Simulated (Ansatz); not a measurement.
Short convergence ladders for a (100) slab of LuBi (cut from a parent of space group no. 225; 8 atoms in the cell)

```xyz
8
Lattice="4.4088 0.0000 0.0000 -4.4088 4.4088 0.0000 0.0000 0.0000 23.3524" Properties=species:S:1:pos:R:3 pbc="T T T"
Bi     0.0000     0.0000    10.1174
Bi    -2.2044     2.2044     7.0000
Bi     0.0000     0.0000    16.3524
Bi    -2.2044     2.2044    13.2349
Lu     0.0000     0.0000     7.0000
Lu    -2.2044     2.2044    10.1174
Lu     0.0000     0.0000    13.2349
Lu    -2.2044     2.2044    16.3524
```

Base method: LDA (PW92), default PAW files made with PBE (plane waves; Ansatz, a quantum-chemistry and plane-wave program).

Base settings: basis.ecutwfc = 420 eV; kpoints.mp_grid.grid = 5 5 1; hamiltonian.xc = lda; hamiltonian.pseudopotentials = {kind: paw} (the program's default PAW files); scf.occupations.method = fermi_dirac; scf.occupations.width = 0.1 eV.

The count of work is k-points × plane waves × bands × iterations; it is no time. Core times come from one kind of shared machine, to one figure; runs under 30 s give none.

**The vacuum**

The mesh stays at the base's, so the ladder's end is converged at best in this setting alone.

Only quantities that move along the ladder and can be compared are tabulated.

```tsv
vacuum between outermost atoms (Å)	free energy less the last step's (meV/atom)	largest difference of a force vector from the last step's (eV/Å)	count of work / last
3.0	-213.76	0.627	0.35
4.0	-90.45	0.752	0.34
5.0	-19.43	0.173	0.36
6.0	-2.72	0.035	0.44
7.0	0.18	0.012	0.47
8.0	0.35	0.006	0.49
10.0	0.08	0.001	0.55
12.0	0.01	0.000	0.54
14.0	0.00	0.000	0.59
17.0	0.00	0.000	0.67
20.0	0.00	0.000	0.75
25.0	-0.01	0.000	0.87
30.0	0.00	0.000	1.0
```

Smallest vacuum between outermost atoms (Å) that holds the forces within 0.01 eV/Å of the last step, with all finer ones: 8.0; the step before is off by 0.012 eV/Å.

Smallest vacuum between outermost atoms (Å) that holds the free energy within 2 meV/atom of the last step, with all finer ones: 7.0; the step before is off by 2.7 meV/atom.

**The k-point mesh**

Only quantities that move along the ladder and can be compared are tabulated.

```csv
kpoints.mp_grid.grid,free energy less the last step's (meV/atom),largest difference of a force vector from the last step's (eV/Å),count of work / last,core time / last (rough)
2 2 1,294.87,0.689,0.051,–
3 3 1,50.44,0.254,0.045,–
4 4 1,11.05,0.095,0.091,–
5 5 1,3.62,0.053,0.091,–
6 6 1,0.46,0.027,0.15,–
7 7 1,0.22,0.015,0.17,0.1
8 8 1,-0.15,0.008,0.26,0.2
9 9 1,-0.22,0.005,0.23,0.2
11 11 1,-0.25,0.002,0.32,0.2
12 12 1,-0.18,0.001,0.42,0.3
14 14 1,-0.06,0.000,0.61,0.4
17 17 1,0.01,0.000,0.68,0.6
20 20 1,0.00,0.000,1.0,1
```

Coarsest kpoints.mp_grid.grid that holds the forces within 0.02 eV/Å of the last step, with all finer ones: 7 7 1, at 0.17 of the last step's count of work and about 0.1 of the last step's time; the step before is off by 0.027 eV/Å.

Coarsest kpoints.mp_grid.grid that holds the free energy within 1 meV/atom of the last step, with all finer ones: 6 6 1, at 0.15 of the last step's count of work; the step before is off by 3.6 meV/atom.

**The plane-wave cutoff**

The mesh stays at the base's, so the ladder's end is converged at best in this setting alone.

Only quantities that move along the ladder and can be compared are tabulated.

| basis.ecutwfc | free energy less the last step's (meV/atom) | largest difference of a force vector from the last step's (eV/Å) | count of work / last |
|---|---|---|---|
| 210 eV | 5903.46 | 0.141 | 0.14 |
| 250 eV | 962.17 | 0.013 | 0.18 |
| 295 eV | 89.64 | 0.011 | 0.18 |
| 355 eV | 4.09 | 0.000 | 0.27 |
| 420 eV | 1.27 | 0.000 | 0.36 |
| 505 eV | 0.32 | 0.000 | 0.46 |
| 630 eV | 0.12 | 0.000 | 0.73 |
| 840 eV | 0.00 | 0.000 | 1.0 |

Coarsest basis.ecutwfc that holds the forces within 0.005 eV/Å of the last step, with all finer ones: 355 eV, at 0.27 of the last step's count of work; the step before is off by 0.011 eV/Å.

Coarsest basis.ecutwfc that holds the free energy within 1 meV/atom of the last step, with all finer ones: 505 eV; the step before is off by 1.3 meV/atom.

On the base run: the starting cell comes from a database of computed structures (which also holds hypothetical and non-ambient phases and stackings), without a prior relaxation at this level. The slab is cut from that crystal, and its faces are unrelaxed. Its lattice was rescaled by up to half a per cent.

Keys are those of Ansatz 0.2.
